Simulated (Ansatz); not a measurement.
The starting structures come from a database of crystals and need not be the phases stable at ambient conditions.

 Where the default PAW files enter, the runs use the earlier of Ansatz's two default sets.

Data:

```xyz
28
Lattice="3.8077 0.0000 0.0000 -1.9039 3.2976 0.0000 0.0000 0.0000 43.5985" Properties=species:S:1:pos:R:3 pbc="T T T"
Zn     0.0000     0.0000     6.2390
Zn     0.0000     2.1984    28.0295
Zn     0.0000     2.1984     9.3432
Zn     1.9039     1.0992     3.1173
Zn     0.0000     0.0000    37.3683
Zn     0.0000     0.0000    24.9209
Zn     0.0000     2.1984    34.2554
Zn     0.0000     2.1984    15.5734
Zn     0.0000     2.1984     0.0000
Zn     0.0000     0.0000    18.6820
Zn     1.9039     1.0992    40.4812
Zn     1.9039     1.0992    12.4561
Zn     1.9039     1.0992    21.7949
Zn     1.9039     1.0992    31.1424
S      0.0000     0.0000     8.5671
S      1.9039     1.0992    14.7930
S      0.0000     0.0000    39.7008
S      0.0000     2.1984    36.5923
S      0.0000     2.1984    17.9016
S      1.9039     1.0992    24.1362
S      0.0000     2.1984    11.6757
S      1.9039     1.0992    33.4793
S      1.9039     1.0992    42.8138
S      0.0000     2.1984    30.3577
S      0.0000     2.1984     2.3369
S      0.0000     0.0000    21.0101
S      0.0000     0.0000    27.2534
S      1.9039     1.0992     5.4542
```

Space group of this cell: P3m1. The cell is taken as given.

Calculation: r2SCAN (plane waves, PAW; Ansatz, a program for electronic structure).

The current runs along the normal of the first two printed vectors; no spin-orbit coupling. Scaled by the factor s: all lengths (ions clamped). Meshes 12×12×1 and 12×12 across the current in all rows.

| s | mean pressure (GPa) | band gap (eV) |
|---|---|---|
| 0.98 | 5.5 | ? |
| 1.00 | 0.1 | 2.72 |
| 1.02 | -4.0 | 2.45 |

Task: Take the slope of the band gap against ln s from the two given rows, extrapolate to s = 0.98, and say what the run there gives.

Result: Slope = (2.45 − 2.72) / ln 1.02 = -13.6 eV. The line gives 2.72 + (-13.6) × ln 0.98 = 3.00 eV. The run gives 3.01 eV, 0.01 eV over the line, 5 % of the predicted step.
